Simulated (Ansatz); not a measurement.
For HfC (P6₃/mmc, No. 194, 4 atoms in the cell; start mp-1096993; another space group than a measured phase of this formula), LDA (PAW; Ansatz, an electronic-structure program) gives:

| Property | Value |
|---|---|
| equilibrium lattice constant a | 3.277 Å |
| c axis length | 5.127 Å |
| cohesive energy | 9.07 eV/atom |

### Question
What does r²SCAN+rVV10 (Ansatz, plane waves, PAW) give for the same quantities?

### Answer

- lattice constant a: 3.304 Å (goes up by 0.8 %)
- lattice parameter c: 5.231 Å (rises by 2.0 %)
- cohesive energy: 8.09 eV/atom (shrinks by 0.98 eV/atom)

Changes are worked out from the printed values.

Unless a cell is named, each level is at its own relaxed cell (LDA 11.92, r²SCAN+rVV10 12.37 Å³/atom).

Levels without +SOC leave out spin–orbit coupling, which shifts energies and cells of such heavy elements.

Caveats: the relaxation could not lower the start's symmetry, so the cell can be a saddle point above a distorted one (LDA, r²SCAN+rVV10). Ansatz's density-functional and Hartree–Fock values are scalar-relativistic unless marked +SOC, with PAW data made under PBE.

A start named mp-… is a Materials Project structure, which need not be a measured phase.
